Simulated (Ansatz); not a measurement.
## Pressure series in AlRu

The reference is AlRu in the CsCl type structure (space group Pm-3m, No. 221; a = 2.9764 Å).

Cell and atoms are relaxed at each pressure.

Calculations: PBEsol (Ansatz, a quantum-chemistry and plane-wave program), no SOC.

Two rows of this table had their results exchanged by mistake.

```csv
pressure,volume per atom (Å³),shortest distance (Å),band gap
pressure −2 GPa,13.31,2.586,zero
pressure −1 GPa,12.11,2.505,zero
pressure 0.9 GPa,13.13,2.574,zero
pressure 2.1 GPa,13.06,2.570,zero
pressure 4.5 GPa,12.93,2.561,zero
pressure 9 GPa,12.69,2.545,zero
pressure 15 GPa,12.42,2.527,zero
pressure 22.5 GPa,13.24,2.582,zero
pressure 30 GPa,11.83,2.486,zero
```

Which two?

The rows for pressure −1 GPa and pressure 22.5 GPa: the volume has to fall steadily with pressure, so 13.24 Å³ belongs to pressure −1 GPa and 12.11 Å³ to pressure 22.5 GPa.

Load acts through the strain it causes; cell and atoms are relaxed under it. Whether these cells are dynamically stable was not tested. No other phases were tried under pressure. The final runs are not spin-polarised.
